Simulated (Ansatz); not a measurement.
The starting structures come from a database of crystals and need not be the phases stable at ambient conditions.

By PBEsol, the system below comes out a metal.

A figure of merit of an interconnect metal is its ballistic conductance per area.

Data:

```yaml
crystal:
  lattice:
    - [3.75465, 0.00000, 0.00000]
    - [0.00000, 5.30988, 0.00000]
    - [0.00000, 2.65494, 2.65494]
  atoms:
    - { symbol: Ca, position: [0.00000, 0.00000, 0.00000] }
    - { symbol: Hg, position: [0.50000, 0.50000, 0.00000] }
```

Space group of this cell: Pm-3m, CsCl type. The cell is taken as given; by PBEsol its mean pressure is -1.1 GPa.

The current flows along the normal of the first two printed cell vectors, the (110) plane of the conventional cell. No spin-orbit coupling; the value is a mean over 0.1 eV about the Fermi level.

Task: State the ballistic conductance per area according to PBEsol run with Ansatz (a program for electronic structure).

Result: 0.70 × 10¹⁵ S/m² for both spins.
